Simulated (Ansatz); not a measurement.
Electronic density of states of amorphous B26Li6O42, density 1.88 g/cm³, on a 2×2×2 Γ-centred mesh with a Gaussian width of 0.1 eV; energies count from the Fermi level, whose place inside the gap is arbitrary. Cell and mesh are small, so fine structure isn't converged. Level of theory: PBE, scalar-relativistic without spin-orbit coupling (plane waves to 420 eV, PAW; Ansatz, a first-principles code). Sampling: a 2×2×2 Γ-centred mesh; Fermi-Dirac width 0.02 eV; no spin polarisation. At PBE the levels at the filled edge of the gap are localised (band-tail or defect states), and the nearest spread-out levels lie 5.7 eV apart at the zone centre.

It comes from a melt-quench run on a machine-learned potential (CHGNet), relaxed afterwards by DFT. O atoms were pushed apart under 1.9 Å during the dynamics, to hinder bonds among them. The hot cell started wider than the set density and was brought back towards it in steps. It is the lowest in DFT energy of 2 quenches. It is a model cell: composition and starting density were chosen by hand, and all elements were melted together. No dispersion term was used. Its density started from a set value of 1.90 and ended at 1.88 g/cm³. Cooling (nominally 210 K/ps over its main leg) ran many orders faster than in experiment, which tends to leave more defects and strain. Values belong to this one cell and scatter from quench to quench. Volume and shape were free in the relaxation.

(E - EF (eV), states/(eV atom)): (-12.00, 0.16); (-11.90, 0.11); (-11.80, 0.12); (-11.70, 0.19); (-11.60, 0.22); (-11.50, 0.21); (-11.40, 0.22); (-11.30, 0.23); (-11.20, 0.25); (-11.10, 0.24); (-11.00, 0.24); (-10.90, 0.25); (-10.80, 0.23); (-10.70, 0.25); (-10.60, 0.27); (-10.50, 0.21); (-10.40, 0.18); (-10.30, 0.25); (-10.20, 0.28); (-10.10, 0.27); (-10.00, 0.21); (-9.90, 0.22); (-9.80, 0.30); (-9.70, 0.35); (-9.60, 0.36); (-9.50, 0.31); (-9.40, 0.33); (-9.30, 0.26); (-9.20, 0.16); (-9.10, 0.11); (-9.00, 0.13); (-8.90, 0.24); (-8.80, 0.31); (-8.70, 0.39); (-8.60, 0.42); (-8.50, 0.38); (-8.40, 0.29); (-8.30, 0.20); (-8.20, 0.20); (-8.10, 0.29); (-8.00, 0.31); (-7.90, 0.35); (-7.80, 0.30); (-7.70, 0.26); (-7.60, 0.29); (-7.50, 0.30); (-7.40, 0.37); (-7.30, 0.35); (-7.20, 0.31); (-7.10, 0.26); (-7.00, 0.33); (-6.90, 0.42); (-6.80, 0.43); (-6.70, 0.33); (-6.60, 0.27); (-6.50, 0.32); (-6.40, 0.38); (-6.30, 0.41); (-6.20, 0.41); (-6.10, 0.38); (-6.00, 0.42); (-5.90, 0.44); (-5.80, 0.42); (-5.70, 0.47); (-5.60, 0.49); (-5.50, 0.52); (-5.40, 0.57); (-5.30, 0.56); (-5.20, 0.54); (-5.10, 0.64); (-5.00, 0.64); (-4.90, 0.55); (-4.80, 0.57); (-4.70, 0.69); (-4.60, 0.69); (-4.50, 0.71); (-4.40, 0.71); (-4.30, 0.60); (-4.20, 0.56); (-4.10, 0.49); (-4.00, 0.46); (-3.90, 0.57); (-3.80, 0.63); (-3.70, 0.61); (-3.60, 0.45); (-3.50, 0.42); (-3.40, 0.40); (-3.30, 0.25); (-3.20, 0.19); (-3.10, 0.21); (-3.00, 0.24); (-2.90, 0.14); (-2.80, 0.14); (-2.70, 0.08); (-2.60, 0.01); (-2.50, 0.01); (-2.40, 0.07); (-2.30, 0.14); (-2.20, 0.06); (-2.10, 0.00); (-2.00, 0.00); (-1.90, 0.00); (-1.80, 0.00); (-1.70, 0.00); (-1.60, 0.00); (-1.50, 0.00); (-1.40, 0.00); (-1.30, 0.00); (-1.20, 0.00); (-1.10, 0.00); (-1.00, 0.00); (-0.90, 0.00); (-0.80, 0.00); (-0.70, 0.00); (-0.60, 0.00); (-0.50, 0.00); (-0.40, 0.00); (-0.30, 0.00); (-0.20, 0.00); (-0.10, 0.00); (0.00, 0.00); (0.10, 0.00); (0.20, 0.00); (0.30, 0.00); (0.40, 0.00); (0.50, 0.00); (0.60, 0.00); (0.70, 0.00); (0.80, 0.00); (0.90, 0.00); (1.00, 0.00); (1.10, 0.00); (1.20, 0.00); (1.30, 0.00); (1.40, 0.00); (1.50, 0.00); (1.60, 0.00); (1.70, 0.00); (1.80, 0.00); (1.90, 0.00); (2.00, 0.00); (2.10, 0.00); (2.20, 0.01); (2.30, 0.02); (2.40, 0.02); (2.50, 0.09); (2.60, 0.14); (2.70, 0.17); (2.80, 0.29); (2.90, 0.21); (3.00, 0.16); (3.10, 0.28); (3.20, 0.29); (3.30, 0.20); (3.40, 0.23); (3.50, 0.30); (3.60, 0.30); (3.70, 0.32); (3.80, 0.27); (3.90, 0.19); (4.00, 0.26); (4.10, 0.35); (4.20, 0.30); (4.30, 0.29); (4.40, 0.31); (4.50, 0.31); (4.60, 0.32); (4.70, 0.36); (4.80, 0.36); (4.90, 0.30); (5.00, 0.25); (5.10, 0.25); (5.20, 0.26); (5.30, 0.20); (5.40, 0.18); (5.50, 0.19)

The level gap on this mesh is 4.56 eV; the broadening fills part of it in the curve.
